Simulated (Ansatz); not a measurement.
Take Cu3N (space group Pm-3m, No. 221) as the base.

```
Cu3N
1.0
    3.82686     0.00000     0.00000
    0.00000     3.82686     0.00000
    0.00000     0.00000     3.82686
Cu N
3 1
Cartesian
  1.91343   0.00000   0.00000
  0.00000   1.91343   0.00000
  0.00000   0.00000   1.91343
  0.00000   0.00000   0.00000
```

Cartesian axes are those of the cell as printed.

All numbers come from PBE in Ansatz (plane waves to 420 eV, PAW, no spin-orbit coupling).

Before the change:

```
Item               Result
---------------  --------
Volume per atom  14.01 Å³
```

It is then changed as follows: compressive biaxial strain of 2.40 % in the plane normal to [001], as in epitaxy on a mismatched substrate; the out-of-plane cell vector and the atoms relax.

Task: What happens to the volume per atom?

Result: The volume per atom shrinks by 0.51 Å³ to 13.50 Å³.

Task: Predict the new in-plane stress.

Result: The mean in-plane stress (compression positive) is +7.5 GPa.

Whether these cells are dynamically stable was not tested. All final runs are without spin polarisation.

Ansatz is a quantum-chemistry and plane-wave program.
